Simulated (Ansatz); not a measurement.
Base system: InAs in the zinc blende structure (space group F-43m, No. 216; a = 6.0869 Å).

Perturbation: Ga takes the place of In on all its sites, then cell and atoms are relaxed.

Levels (all Ansatz, a program for electronic structure, PAW): PBEsol (420 eV, no SOC); HSE06+SOC (420 eV, with spin-orbit coupling).

The geometry is relaxed with PBEsol.

| Quantity | Value |
|---|---|
| PBEsol lowest conduction level above the VBM at special points | Γ 0.42 eV; L 0.92 eV; X 1.36 eV |
| PBEsol valence-band top at Γ | 0.00, 0.00, 0.00 eV |

What does HSE06+SOC give at this geometry for the lowest conduction level above the VBM at special points and valence-band top at Γ?

The lowest conduction level above the VBM at special points becomes Γ 1.28 eV; L 1.63 eV; X 1.94 eV (PBEsol: Γ 0.42 eV; L 0.92 eV; X 1.36 eV); the valence-band top at Γ (three highest Kramers pairs, from the VBM) goes from 0.00, 0.00, 0.00 eV to 0.00, 0.00, -0.36 eV. The threefold valence maximum splits by Δso ≈ 0.36 eV.

Single points use the geometry relaxed with PBEsol. The spin-orbit shifts are approximate. The levels and masses belong to the bands next to the band gap. Whether these cells are dynamically stable was not tested. The runs without spin-orbit coupling are not spin-polarised.
